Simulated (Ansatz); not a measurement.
**Element substitutions in Ca**

The reference is Ca in the fcc (Cu type) structure (space group Fm-3m, No. 225).

```xyz
1
Lattice="0.0000 2.7842 2.7842 2.7842 0.0000 2.7842 2.7842 2.7842 0.0000" Properties=species:S:1:pos:R:3 pbc="T T T"
Ca     0.0000     0.0000     0.0000
```

Each row replaces one element on all its sites; cell and atoms are relaxed.

Calculations: plane-wave PAW DFT at the r2SCAN level (Ansatz, an electronic-structure program, 500 eV), scalar-relativistic without spin-orbit coupling.

Candidates:
(a) Ca → K
(b) Ca → Sc
(c) Ca → Mg
(d) Ca → Ba

Before the change:

The lattice parameter a comes out as 5.568 Å.

Q: Order them by lattice parameter a, lowest first.

A: (c) Ca → Mg (4.497 Å), (b) Ca → Sc (4.648 Å), (d) Ca → Ba (6.454 Å), (a) Ca → K (6.744 Å)

Whether these cells are dynamically stable was not tested. For K, Mg and Ba in this form, whether it has been made was not checked. The final runs are not spin-polarised. This is not the structure that K has at room temperature and ambient pressure. This is not the structure that Sc has at room temperature and ambient pressure. This is not the structure that Mg has at room temperature and ambient pressure. This is not the structure that Ba has at room temperature and ambient pressure.
